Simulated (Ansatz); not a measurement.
A periodic model of amorphous In24O39W:

```xyz
64
Lattice="9.7342 0.0000 0.0000 0.0000 9.7342 0.0000 0.0000 0.0000 9.7342" Properties=species:S:1:pos:R:3 pbc="T T T"
In     8.9040     0.6671     6.9169
In     1.6654     2.7586     3.3851
In     8.5165     1.1912     3.3363
In     5.5000     7.7895     6.8561
In     5.6088     2.5592     1.5927
In     6.0384     5.5840     3.9967
In     8.9413     4.5531     5.3033
In     2.7510     2.0162     0.0017
In     2.9558     5.8296     8.4020
In     5.4472     9.2661     3.6870
In     7.6614     8.9889     0.5685
In     3.2829     5.2914     1.9837
In     8.5733     7.8011     4.4162
In     5.4475     1.0900     7.8563
In     2.0166     6.2030     4.6552
In     6.2564     4.2663     7.2856
In     9.6506     5.8798     1.8002
In     8.7402     6.5629     8.1067
In     6.2562     5.7888     0.4353
In     1.5069     8.9440     2.4522
In     1.4277     8.6879     8.4205
In     2.6644     3.3789     6.7408
In     2.9381     0.3416     5.5994
In     4.3479     8.6631     0.2284
O      8.3138     5.8335     3.4549
O      0.7723     1.2117     2.3694
O      3.3352     3.0956     1.8119
O      1.3058     4.8329     6.0125
O      7.6999     1.5860     0.6281
O      6.2537     7.5466     4.7813
O      0.0416     1.9573     8.5573
O      9.1943     3.9585     0.8117
O      3.4065     1.5470     7.6053
O      8.1410     6.7068     0.4787
O      1.6905     6.9987     1.5877
O      7.2718     2.0229     7.5405
O      3.3453     9.4101     3.5978
O      3.5428     7.8947     7.8810
O      6.8048     4.1811     5.3065
O      1.1811     0.0081     6.6506
O      8.7520     6.5300     6.0666
O      2.9160     2.3429     4.9587
O      9.4739     2.6891     4.5258
O      6.4283     3.7181     9.4411
O      1.3997     4.8082     3.0333
O      3.9227     6.0089     3.8672
O      2.2738     3.8442     8.8236
O      8.7566     8.8976     2.4194
O      5.6894     4.6579     2.1487
O      6.0917     8.9512     8.6354
O      4.7510     1.2125     0.2237
O      5.8396     8.3650     1.6977
O      6.4763     6.2948     7.9908
O      4.1960     6.3332     0.3654
O      4.2232     4.8490     6.9455
O      8.1419     0.0161     5.1169
O      1.0005     7.9389     4.3119
O      5.0236     9.6828     5.9504
O      2.3567     9.5906     0.3725
O      8.9441     8.8582     8.5012
O      8.4712     4.3225     7.8896
O      1.0577     6.6579     8.5429
O      6.3856     1.3787     3.1527
W      8.4406     2.9512     9.2690
```

The numbers are results of PBE, scalar-relativistic without spin-orbit coupling (plane waves to 420 eV, PAW; Ansatz, a first-principles code), not measurements.

It comes from a melt-quench run on a machine-learned potential (CHGNet), relaxed afterwards by DFT. O atoms were pushed apart under 1.9 Å during the dynamics, to hinder bonds among them. The hot cell started wider than the set density and was brought back towards it in steps. It is the lowest in DFT energy of 2 quenches. It is a model cell: composition and starting density were chosen by hand, and all elements were melted together. No dispersion term was used. Its density started from a set value of 6.53 and ended at 6.42 g/cm³. The quench (nominally 330 K/ps over its main leg) was far faster than any real one, so the model tends to hold more defects than a real film. A cell of this size samples the disorder only roughly. The volume was free in the relaxation, at fixed shape. Stress components on the final sampling reach 0.8 GPa.

Cut-offs for bonds: In-In 3.12 Å, In-O 2.68 Å, In-W 3.08 Å, O-O 1.58 Å, O-W 2.51 Å, W-W 3.04 Å. Two cations that share two anions don't count as bonded, nor two that share one unless they lie closer than In-In 3.04 Å, In-W 3.00 Å, W-W 2.95 Å.

Problem. Give the coordination numbers, mean bond lengths and angles.

Solution. 
```
Quantity                                                          Result
---------------------------------  -------------------------------------
Mean coordination of In by anions   5.33 (1 with 4, 14 with 5, 9 with 6)
Mean coordination of O             3.44 (2 with 2, 18 with 3, 19 with 4)
Mean coordination of W by anions                         6.00 (1 with 6)
Mean In-O bond                     2.197 Å (spread 0.108 Å, 128 counted)
Mean O-W bond                        1.982 Å (spread 0.181 Å, 6 counted)
Bond angle at In                               mean 104.7°, spread 27.9°
Bond angle at O                                mean 110.9°, spread 16.3°
Bond angle at W                                mean 103.6°, spread 30.1°
```

Problem. List the pairs of like atoms that count as bonded by the rules above.

Solution. There are none by these rules.
